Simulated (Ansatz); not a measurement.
End structure of the (10-11) surface of alpha quartz in its 1x1 cell (cut with top plane 2 O + Si, bottom plane 2 O + Si), relaxed from an ideal cut (the real face may reconstruct), outermost plane spacing 0.21 Å in the ideal cut (one of several cuts of this face), with 1 Si a cell over the bulk's ratio:

```
CELL_PARAMETERS angstrom
      5.02113     0.00000     0.00000
     -2.51056     7.01880     0.00000
      0.00000     0.00000    28.00000
ATOMIC_POSITIONS crystal
  Si 0.59055 0.66179 0.28463
  O  0.45676 0.40739 0.30222
  O  0.92553 0.70216 0.30623
  Si 0.49905 0.24757 0.33385
  O  0.45459 0.73979 0.33552
  O  0.27237 0.04042 0.33413
  Si 0.17967 0.80234 0.34197
  O  0.78820 0.27387 0.36264
  O  0.07714 0.77089 0.39848
  Si 0.89151 0.23429 0.41629
  O  0.80079 0.00824 0.42590
  O  0.23864 0.33138 0.41876
  Si 0.89973 0.82806 0.44016
  O  0.73262 0.32891 0.45438
  O  0.61460 0.65128 0.45388
  Si 0.48293 0.42234 0.46029
  O  0.10068 0.89092 0.48764
  O  0.33935 0.36829 0.51235
  Si 0.19019 0.83691 0.53971
  O  0.09304 0.60798 0.54613
  O  0.53329 0.93044 0.54562
  Si 0.20134 0.43118 0.55983
  O  0.03677 0.92782 0.58123
  O  0.92224 0.25103 0.57411
  Si 0.78683 0.02497 0.58372
  O  0.43600 0.48832 0.60150
  O  0.64398 0.98540 0.63737
  Si 0.50714 0.45699 0.65802
  O  0.36176 0.21893 0.66588
  O  0.84463 0.51957 0.66446
  Si 0.38124 0.01176 0.66618
  O  0.35325 0.55729 0.69375
  O  0.17906 0.85195 0.69781
  Si 0.05855 0.59751 0.71535
```

Set-up: 34 atoms, O22Si12, 11.5 Å thick at the start; mesh 6x4x1; 0.025 eV smearing; dipole correction on; all atoms relaxed; no symmetry held; no spin, no spin-orbit, no U.

**Question.** Give the electron affinity (the ionisation potential less the bulk band gap) at the level PBE in Ansatz (an electronic-structure program).

**Answer.** 3.96 eV

**Question.** Estimate the gap of the slab on its k-mesh that PBE returns for this input.

**Answer.** 1.57 eV

**Question.** Give the ionisation potential (bulk valence edge below the top vacuum level) at the level PBE.

**Answer.** 9.64 eV

**Question.** What is the computed highest filled level below the top vacuum level (PBE)?

**Answer.** 5.82 eV
